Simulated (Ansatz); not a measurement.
## CsCl-type CoAl: elastic constant C12 by level of theory

No measured value is used here.

```tsv
level (code)	value (GPa)	cell (Å³/atom)
PBE (Ansatz)	122	11.60
r²SCAN (Ansatz)	124	11.25
HSE06 (Ansatz)	114	11.09
```

The crystal itself was run without spin with PBE, r²SCAN, HSE06; a magnetic state was not tried in these runs. HSE06: hybrids on metals are sensitive to the k mesh. Each level is taken at its own relaxed cell. Cutoffs and k meshes differ between the levels. Ansatz's density-functional and Hartree–Fock values are scalar-relativistic unless marked +SOC, with PAW data made under PBE.

Ansatz is a quantum-chemistry and plane-wave program.
